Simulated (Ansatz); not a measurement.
## What isotropic strain +1.50 % does to W

The parent structure is W in the bcc (W type) structure (space group Im-3m, No. 229; a = 3.169 Å; relaxed with 0.1 eV smearing).

Now apply this change: an isotropic linear strain of +1.50 %, atoms relaxed at fixed cell.

The values are results of Ansatz (an electronic-structure program), r2SCAN, PAW, cutoff 500 eV, scalar-relativistic without spin-orbit coupling, not measurements. Γ-centred 29×29×29 mesh, Fermi–Dirac width 0.1 eV.

The volume per atom increases by 0.73 Å³, from 15.91 Å³ to 16.64 Å³ and the space group remains Im-3m (No. 229). The shortest interatomic distance grows by 0.041 Å, from 2.744 Å to 2.785 Å and the energy increases by 31 meV/atom. The pressure goes from zero to -13.0 GPa and the band gap remains zero.

Whether these cells are dynamically stable was not tested. All final runs are without spin polarisation.
